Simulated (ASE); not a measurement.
**MD summary: KTaO3 near 300 K**

System: KTaO3 (cubic perovskite), cell K8Ta8O24, begun in the crystal structure [in the run: it stayed crystalline; mean temperature 293 K (target 300 K); density 6.72 g/cm³, volume +4 % from the start crystal's].

Computed with the machine-learned potential CHGNet 0.3.0 in ASE.

```yaml
number_of_atoms: 40
time_step: 1.5 fs; target pressure 0 GPa
sampled_time: 2.3 ps (NVE); in preparation the cell's shape was held
```

- mean temperature = 293 ± 1 K
- mean pressure = 0.16 ± 0.03 GPa
- volume per atom = 13.2 Å³
- density = 6.72 g/cm³
- first peak of g(K-O) = 2.85 Å, height 8.2
- first peak of g(O-O) = 2.86 Å, height 9.0
- first peak of g(O-Ta) = 1.99 Å, height 9.8
- first minimum of g(O-Ta) = near 2.8 Å (within a stretch where g is nil)
- coordination of O (bonds up to O-Ta 2.82 Å) = 2.00 (2-fold 100 %)
- coordination of Ta (bonds up to O-Ta 2.82 Å) = 6.00 (6-fold 100 %)
- O-Ta-O angle = mean 107°, spread 33°, most frequent near 88°
- Ta-O-Ta angle = mean 173°, spread 4°, most frequent near 172°
- state = no diffusion is seen within 2.3 ps, and the crystal keeps its order
- mean vibrational (phonon) frequency = 8.6 THz
- list of vibrational (phonon) peaks (above a quarter of the tallest; of peaks within two resolution widths the taller alone) = 2.1, 4.2, 7.8, 9.6 THz (resolution 0.9 THz)

Preparation: settle: 800 steps of 1.5 fs, 300 K, Langevin with a Berendsen-type barostat every 10 steps; hold: 300 steps, 300 K, NVT (Langevin) at the mean cell. A crystal that survives a few picoseconds in a small periodic cell needn't be the stable phase at this temperature. Nuclei are classical, so zero-point motion is missing.

Averages come from a short run of a small periodic cell.

The run took around 24 core-minutes (rough).
